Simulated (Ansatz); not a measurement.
How the enthalpy of formation of zinc-blende TlBr (model structure) moves with the method

No measured value is used here.

| level (code) | value (eV/atom) |
|---|---|
| LDA (Ansatz) | -0.558 |
| PBE (Ansatz) | -0.811 |
| PBEsol (Ansatz) | -0.661 |

Density-functional levels without +SOC have no spin–orbit coupling, which shifts binding energies of heavy elements. LDA, PBE, PBEsol: an element's reference phase differs from the standard state of thermochemical tables. Each level is taken at its own relaxed cell. Ansatz's density-functional and Hartree–Fock values are scalar-relativistic unless marked +SOC, with PAW data made under PBE.

A model structure was made by putting elements into a prototype or built by hand; it is no filed structure, need not be a known phase, and can be a saddle point held by its symmetry.

Ansatz is an electronic-structure program.
